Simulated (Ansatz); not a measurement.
**A computed series for ZnS: response to strain**

Base system: ZnS in the zinc blende structure (space group F-43m, No. 216; a = 5.2968 Å). Axes: x, y, z lie along the cube axes.

Strains are applied to the cell and any free atomic positions relax; under biaxial strain the out-of-plane vector relaxes too.

Level of theory: LDA (Ansatz, an electronic-structure program, PAW, spin-orbit coupling left out).

Notes on the quantities. in-plane stress: mean in-plane stress (compression positive).

| change | in-plane stress | shortest interatomic distance | out-of-plane strain |
|---|---|---|---|
| base | – | 2.294 Å | – |
| biaxial strain −3.00 %, plane normal [001], relaxed out of plane | +3.3 GPa | 2.276 Å | +3.58 % |
| biaxial strain −2.00 %, plane normal [001], relaxed out of plane | +2.1 GPa | 2.282 Å | +2.40 % |
| biaxial strain −1.50 %, plane normal [001], relaxed out of plane | +1.6 GPa | 2.285 Å | +1.81 % |
| biaxial strain −1.00 %, plane normal [001], relaxed out of plane | +1.0 GPa | 2.288 Å | +1.20 % |
| biaxial strain +0.50 %, plane normal [001], relaxed out of plane | -0.5 GPa | 2.297 Å | -0.62 % |
| biaxial strain +1.50 %, plane normal [001], relaxed out of plane | -1.4 GPa | 2.303 Å | -1.86 % |
| biaxial strain +2.00 %, plane normal [001], relaxed out of plane | -1.9 GPa | 2.306 Å | -2.49 % |
| biaxial strain +2.50 %, plane normal [001], relaxed out of plane | -2.3 GPa | 2.309 Å | -3.12 % |
| biaxial strain +3.00 %, plane normal [001], relaxed out of plane | -2.8 GPa | 2.312 Å | -3.76 % |

No phonon test of stability was made.
